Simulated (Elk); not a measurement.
Elk 10.2.4, DFT, PBE, spin-polarised, all-electron FP-LAPW, Elk's shipped species files: a generated cell (prototype structure at a guessed volume, not a measured phase) of NaCoTe2 (space group R-3m), 4 atoms, spin-polarised from a ferromagnetic start, ending non-magnetic. Basis and mesh were picked for this test and aren't claimed converged.

```json
{
 "cell": "7.56, 7.56, 7.56 Å; 30.4, 30.4, 30.4°",
 "task": "ground state",
 "xctype": "20",
 "spinpol": "true",
 "reducebf": "0.5",
 "swidth": "0.004 Hartree",
 "k mesh (ngridk)": "8×8×8",
 "maxscl": "100",
 "rgkmax": "7 (default)",
 "empty states an atom (nempty)": "4 (default)",
 "epspot (Hartree)": "1e-06 (default)",
 "epsengy (Hartree)": "0.0001 (default)",
 "k-points after symmetry (for each spin)": "65",
 "largest_matrix_size": "332",
 "valence_states": "88"
}
```

One run each.

All on 4 threads, 1 BLAS thread. Base settings, kept where nothing else is said: mixtype = 3 (default), mixsdb = 5 (default), broydpm = [0.4, 0.15] (default), tefvit = false (default) (beta0, autolinengy not set). The settings tried:
- mixsdb = 2
- autolinengy = true
- tefvit = true
- broydpm = [0.05, 0.15]
- mixsdb = 12
- broydpm = [0.2, 0.15]
- broydpm = [0.7, 0.15]
- mixtype = 1, beta0 = 0.1
- mixtype = 0, beta0 = 0.1
- mixsdb = 8
- mixsdb = 20
- mixtype = 1, beta0 = 0.05 (default)
- mixsdb = 3
- broydpm = [0.4, 0.5]
- broydpm = [0.1, 0.15]
- the base settings
- broydpm = [0.4, 0.01]
- mixtype = 1, beta0 = 0.01
- mixtype = 0, beta0 = 0.3

Name the extremes by self-consistent loops: fewest, most, and any that don't converge.

Fewest self-consistent loops: broydpm = [0.7, 0.15] (26). Most among those that reach the base run's result: mixtype = 1, beta0 = 0.01 (91); broydpm = [0.05, 0.15] (86). No convergence: mixtype = 0, beta0 = 0.1 (without self-consistency in 100 loops); mixtype = 0, beta0 = 0.3 (without self-consistency in 100 loops); tefvit = true (without self-consistency in 100 loops). Converged, but to another result than the base run: broydpm = [0.4, 0.01] (off by energy 310000 meV/atom, site moment sizes under 0.001 μB; the energy is the higher one).

| setting | self-consistent loops | end |
|---|---|---|
| broydpm = [0.7, 0.15] | 26 | converged |
| mixsdb = 8 | 31 | converged |
| broydpm = [0.4, 0.5] | 31 | converged |
| the base settings | 33 | converged |
| autolinengy = true | 33 | converged |
| mixsdb = 2 | 34 | converged |
| mixsdb = 12 | 34 | converged |
| mixsdb = 20 | 36 | converged |
| mixsdb = 3 | 37 | converged |
| broydpm = [0.2, 0.15] | 40 | converged |
| broydpm = [0.4, 0.01] | 41 | other result |
| broydpm = [0.1, 0.15] | 51 | converged |
| mixtype = 1, beta0 = 0.05 (default) | 55 | converged |
| mixtype = 1, beta0 = 0.1 | 69 | converged |
| broydpm = [0.05, 0.15] | 86 | converged |
| mixtype = 1, beta0 = 0.01 | 91 | converged |
| mixtype = 0, beta0 = 0.1 | 100 | not converged |
| mixtype = 0, beta0 = 0.3 | 100 | not converged |
| tefvit = true | 100 | not converged |

An iteration's cost differs between solvers, so these counts don't give the time.
